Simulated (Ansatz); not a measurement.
Levels about the gap of amorphous hafnium silicate (Hf$_{10}$Si$_{10}$O$_{40}$) (60 atoms in a cell of 884 Å³, 5.08 g/cm³; zone centre alone, so wide bands show as single levels with stretches between that a denser mesh fills), at the geometry that PBE relaxed, where it gives 0.0 GPa on a denser mesh. The participation number counts the atoms over which a state spreads; weights are charges in smoothed Voronoi cells. The levels come from a single point, so bond lengths are those of that geometry. Method of the levels: PBE, scalar-relativistic without spin-orbit coupling (Ansatz, an electronic-structure program). Sampling: the zone centre alone; Fermi-Dirac width 0.02 eV; no spin polarisation. At PBE the levels at the filled edge of the gap are localised (band-tail or defect states), and the nearest spread-out levels lie 4.8 eV apart at the zone centre.

The cell was made by melting and quenching with the CHGNet potential and then relaxed with DFT. O atoms were pushed apart under 1.9 Å during the dynamics, to hinder bonds among them. The hot cell started wider than the set density and was brought back towards it in steps. It is the lowest in DFT energy of 8 quenches. It is a model cell: composition and starting density were chosen by hand, and all elements were melted together. No dispersion term was used. Its density started from a set value of 5.43 and ended at 5.08 g/cm³. The quench (nominally 300 K/ps over its main leg) was far faster than any real one, so the model tends to hold more defects than a real film. A cell of this size samples the disorder only roughly. Volume and shape were free in the relaxation.

```csv
"E - E(highest filled), eV",filling,participation number,largest on,weight O,weight Hf,weight Si
-0.43,filled,22.8,"O, 2 neighbours",0.95,0.03,0.02
-0.31,filled,11.2,"O, 2 neighbours",0.95,0.03,0.02
-0.25,filled,11.5,"O, 2 neighbours",0.96,0.03,0.01
-0.22,filled,10.3,"O, 2 neighbours",0.95,0.04,0.01
-0.19,filled,9.3,"O, 2 neighbours",0.96,0.02,0.02
-0.12,filled,7.9,"O, 2 neighbours",0.96,0.02,0.02
0.00,filled,8.1,"O, 2 neighbours",0.96,0.03,0.01
4.36,empty,28.3,"Hf, 6 neighbours",0.58,0.37,0.05
4.58,empty,11.1,"Hf, 5 neighbours",0.37,0.60,0.03
4.66,empty,10.3,"Hf, 7 neighbours",0.35,0.62,0.02
4.79,empty,11.2,"Hf, 6 neighbours",0.38,0.60,0.03
4.96,empty,16.3,"Hf, 5 neighbours",0.39,0.58,0.03
5.00,empty,16.9,"Hf, 5 neighbours",0.35,0.62,0.03
5.11,empty,19.2,"Hf, 5 neighbours",0.38,0.59,0.03
```

Most localised among these is the filled level at -0.12 eV, on a O atom, which has 2 neighbours (Si 1.62 Å, Hf 2.06 Å).
